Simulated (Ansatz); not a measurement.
We consider cubic perovskite KNiF₃, described by PBEsol in Ansatz (PAW).

Numerical settings: plane-wave cutoff 520 eV, 8×8×8 k mesh, Fermi–Dirac smearing 0.01 eV, spin-polarised with parallel moments, scalar-relativistic PAW data made under PBE.

Response to compression and expansion:

| V (Å³/atom) | P (GPa) | direct gap at Γ (eV) | smallest gap on the k mesh (eV) |
|---|---|---|---|
| 12.044 | 6.11 | 1.516 | 0.291 |
| 12.300 | 3.83 | 1.479 | 0.344 |
| 12.556 | 1.80 | 1.445 | 0.393 |
| 12.812 | 0.00 | 1.413 | 0.440 |
| 13.069 | -1.61 | 1.383 | 0.483 |
| 13.325 | -3.05 | 1.355 | 0.524 |
| 13.581 | -4.33 | 1.329 | 0.537 |

The fundamental gap (0.44 eV at the equilibrium volume, with added k points) lies elsewhere than Γ–Γ.

Note: the magnetic order was assumed, not searched for or taken from measurement; without U or exact exchange, gaps and moments of open d shells tend to come out too small.

Ansatz is a first-principles code.
